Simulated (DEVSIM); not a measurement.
Device: abrupt Si n-p junction, at 300 K.

Layer 1 from the left is Si, thickness (μm) 1.60, Nd (cm⁻³) 4.5e18, τn (s) 8e-5, τp (s) 0.0008. Layer 2 from the left is Si, thickness (μm) 58.0, Na (cm⁻³) 1.3e16, τn (s) 8e-5, τp (s) 8e-5.

Left contact: ohmic. Right contact: ohmic. Voltage is applied to the left contact. Recombination: SRH at mid-gap. Mobility is constant in doping.

This is a model device: material constants are rounded textbook-type values typed into the input, and sizes, dopings and lifetimes were drawn at random. Values at 300 K.

Si: gap (eV) 1.124, affinity (eV) 4.05, permittivity 11.7, Nc (cm⁻³) 2.86e19, Nv (cm⁻³) 3.1e19, μn (cm²/Vs) 1417, μp (cm²/Vs) 470.

DEVSIM, 1D drift-diffusion, Boltzmann statistics, complete ionisation; no tunnelling, impact ionisation, image-force lowering or self-heating.

Task: What does the simulation give for the potential step across the device at zero bias, the dark forward voltage at 100 A/cm², the largest field in the device at zero bias, the dark forward voltage at 1 A/cm²?

Result: potential step across the device at zero bias 0.875 V; dark forward voltage at 100 A/cm² 0.818 V; largest field in the device at zero bias 120000 V/cm; dark forward voltage at 1 A/cm² 0.658 V.
